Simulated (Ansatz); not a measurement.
Take C in the diamond structure (space group Fd-3m, No. 227; a = 3.560 Å) as the base. Axes: x, y, z lie along the cube axes.

Structures relaxed with Ansatz (a quantum-chemistry and plane-wave program), r2SCAN, PAW, cutoff 500 eV, no spin-orbit coupling.

Base:

Simulated powder pattern, Mo Kα, λ = 0.71073 Å (kinematic, ideal powder, no thermal factors, no anomalous dispersion; the 10 strongest lines at most, above 2 %, up to 2θ = 40°):

| 2θ (°) | I/Imax (%) | hkl |
|---|---|---|
| 19.91 | 100 | (111) |
| 32.80 | 44 | (220) |
| 38.66 | 25 | (311) |

After one change:

Simulated powder pattern, Mo Kα, λ = 0.71073 Å (kinematic, ideal powder, no thermal factors, no anomalous dispersion; the 10 strongest lines at most, above 2 %, up to 2θ = 40°):

```csv
2θ (°),I/Imax (%)
20.21,100
32.80,16
33.56,29
38.83,17
```

Task: Which change produced these results?
A. tensor shear ε_yz = +3.39 %
B. biaxial strain −3.51 %, plane normal [001], relaxed out of plane
C. uniaxial strain ε_xx = +0.79 %
D. uniaxial strain ε_zz = −4.26 %

Result: D, uniaxial strain ε_zz = −4.26 %. Its volume per atom is 5.40 Å³ against 5.64 Å³, and its space group is I4_1/amd (No. 141).

Stability against distortions was not tested.
